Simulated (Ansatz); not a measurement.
System: SrMgF₄ (Cmc2₁, No. 36, 12 atoms in the cell; start COD 7218677). Method: r²SCAN+rVV10 (PAW; Ansatz, a first-principles code).

Run with plane-wave cutoff 560 eV, 10×10×6 k mesh (along the axes of the cell as run), Fermi–Dirac smearing 0.01 eV, scalar-relativistic PAW data made under PBE.

Cell (relaxed at this level):

```
CELL_PARAMETERS angstrom
      1.96779    -7.13958     0.00000
      1.96779     7.13958     0.00000
      0.00000     0.00000     5.57998
ATOMIC_POSITIONS crystal
  Sr 0.34294 0.65706 0.54265
  Sr 0.65706 0.34294 0.04265
  Mg 0.91502 0.08498 0.09510
  Mg 0.08498 0.91502 0.59510
  F  0.41607 0.58393 0.11441
  F  0.58393 0.41607 0.61441
  F  0.79786 0.20214 0.28916
  F  0.20214 0.79786 0.78916
  F  0.03427 0.96573 0.93111
  F  0.96573 0.03427 0.43111
  F  0.83718 0.16282 0.81057
  F  0.16282 0.83718 0.31057
```

What does this level give for the band gap?


- band gap: 7.74 eV (on the SCF k mesh)

Note: the relaxation could not lower the start's symmetry, so the cell can be a saddle point above a distorted one.

Spin–orbit coupling is not included.

The computed numbers hold no vibrational or temperature effects.
